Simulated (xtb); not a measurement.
xtb 6.7.1, GFN1-xTB: Zr(OtBu)3(SH) (CC(C)(C)[O][Zr]([SH])([O]C(C)(C)C)[O]C(C)(C)C), 45 atoms. The geometry is a generated start, not checked to be a minimum at this level.

| Item | Value |
|---|---|
| method | GFN1-xTB |
| --acc | 1 (default) |
| --etemp (K) | 300 (default) |
| detailed input (--input) | none: ANC optimiser, Lindh (1995) Hessian, microcycle=20, maxdispl=1.0, hlow=0.01 (default) |
| basis functions | 136 |
| valence electrons | 104 |

Charge 0 and multiplicity 1 are set for this test and not shown to be the ground state.

The structure is relaxed from this start with --opt LEVEL for the levels crude, sloppy, loose, lax, normal, tight, vtight, extreme, once each. Up to the end of the extreme run atoms move by at most 1.9 Å along an axis.

**Question.** Choose the cheapest level whose final energy lies within 20 meV of that of extreme.

**Answer.** vtight: 122 cycles against 122, ending 0.000 meV above.

```tsv
level	cycles	energy above the extreme run (meV)	gradient norm (eV/Å)
crude	8	55	0.25
sloppy	12	42	0.15
loose	14	39	0.098
lax	25	29	0.061
normal	31	28	0.040
tight	44	27	0.016
vtight	122	under 0.01	0.0023
extreme	122	—	0.0023
```
